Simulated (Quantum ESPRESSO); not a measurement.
# Sensitivity of a calculation on TiSn2O4 (P4_2/mbc, 28 atoms in the cell) to its settings

```yaml
crystal:
  lattice:
    - [8.74577, 0.00000, 0.00000]
    - [0.00000, 8.74577, 0.00000]
    - [0.00000, 0.00000, 6.07782]
  atoms:
    - { symbol: Ti, position: [0.00000, 0.50000, 0.25000] }
    - { symbol: Ti, position: [0.00000, 0.50000, 0.75000] }
    - { symbol: Ti, position: [0.50000, 0.00000, 0.75000] }
    - { symbol: Ti, position: [0.50000, 0.00000, 0.25000] }
    - { symbol: Sn, position: [0.35253, 0.33724, 0.50000] }
    - { symbol: Sn, position: [0.64747, 0.66276, 0.50000] }
    - { symbol: Sn, position: [0.66276, 0.35253, 0.00000] }
    - { symbol: Sn, position: [0.33724, 0.64747, 0.00000] }
    - { symbol: Sn, position: [0.85253, 0.16276, 0.50000] }
    - { symbol: Sn, position: [0.14747, 0.83724, 0.50000] }
    - { symbol: Sn, position: [0.16276, 0.14747, 0.00000] }
    - { symbol: Sn, position: [0.83724, 0.85253, 0.00000] }
    - { symbol: O, position: [0.40230, 0.88023, 0.50000] }
    - { symbol: O, position: [0.59770, 0.11977, 0.50000] }
    - { symbol: O, position: [0.11977, 0.40230, 0.00000] }
    - { symbol: O, position: [0.88023, 0.59770, 0.00000] }
    - { symbol: O, position: [0.90230, 0.61977, 0.50000] }
    - { symbol: O, position: [0.09770, 0.38023, 0.50000] }
    - { symbol: O, position: [0.61977, 0.09770, 0.00000] }
    - { symbol: O, position: [0.38023, 0.90230, 0.00000] }
    - { symbol: O, position: [0.16357, 0.66357, 0.75000] }
    - { symbol: O, position: [0.83643, 0.33643, 0.25000] }
    - { symbol: O, position: [0.33643, 0.16357, 0.25000] }
    - { symbol: O, position: [0.66357, 0.83643, 0.75000] }
    - { symbol: O, position: [0.83643, 0.33643, 0.75000] }
    - { symbol: O, position: [0.16357, 0.66357, 0.25000] }
    - { symbol: O, position: [0.66357, 0.83643, 0.25000] }
    - { symbol: O, position: [0.33643, 0.16357, 0.75000] }
```

Base run A: PBEsol, PseudoDojo standard norm-conserving (PBESOL) pseudopotentials run with Quantum ESPRESSO 7.5, self-consistent single point.

Its settings: ecutwfc = 85 Ry; occupations = fixed; potentials = {Ti: Ti.upf, Sn: Sn.upf, O: O.upf}; K_POINTS = automatic 2 2 4 1 1 1; nbnd = 132; conv_thr = 1e-11 Ry.

The starting cell comes from a database of computed structures (which also holds hypothetical and non-ambient phases and stackings), without a prior relaxation at this level. Its lattice was rescaled by a random factor within 2.5 % of one. In the base run, with a pressure of about -9 GPa the cell is away from its equilibrium volume at this level. The shifted mesh does not hold Γ, so a gap read on it misses any band edge there.

ΔF is the free energy per atom less that of run A. A dash stands where there is no value to compare (another energy zero or no entropy term, no result, no spin, no clean gap, or a mesh too coarse for one). Total energies depend on the potentials, the functional and any Hubbard or dispersion term, so they are compared only between runs that share all of them.

| run | change | ΔF (meV/atom) | pressure (GPa) | largest force (eV/Å) | gap on the mesh (eV) |
|---|---|---|---|---|---|
| A | base | 0.00 | -9.33 | 0.840 | 1.455 |
| B | ecutwfc: 85 Ry → 34 Ry | 11189.6 | -358.08 | 1.444 | 2.033 |
| C | vdw_corr: default → grimme-d3; dftd3_version: default → 4; dftd3_threebody: default → true [PBEsol-D3(BJ) with three-body term] | – | -10.93 | 0.833 | 1.455 |
| D | K_POINTS: automatic 2 2 4 1 1 1 → automatic 2 2 3 1 1 1 | -0.21 | -9.34 | 0.838 | 1.525 |
| E | nbnd: 132 → 129 | 0.00 | -9.33 | 0.840 | 1.456 |
| F | mixing_ndim: default → 20 | 0.00 | -9.33 | 0.840 | 1.455 |
| G | input_dft: default → vdw-df-ob86; potentials: PseudoDojo standard norm-conserving (PBE) [optB86b-vdW] | – | -7.29 | 0.637 | 1.518 |

Run G against A: The pressure goes from -9.33 to -7.29 GPa, the largest force goes from 0.840 to 0.637 eV/Å and the gap on the mesh goes from 1.455 to 1.518 eV.

Run C against A: The pressure goes from -9.33 to -10.93 GPa, the largest force hardly changes (0.840 to 0.833 eV/Å) and the gap on the mesh stays at 1.455 eV.

Run D against A: The free energy is nearly the same (within 1 meV/atom), the pressure hardly changes (-9.33 to -9.34 GPa), the largest force hardly changes (0.840 to 0.838 eV/Å) and the gap on the mesh goes from 1.455 to 1.525 eV.
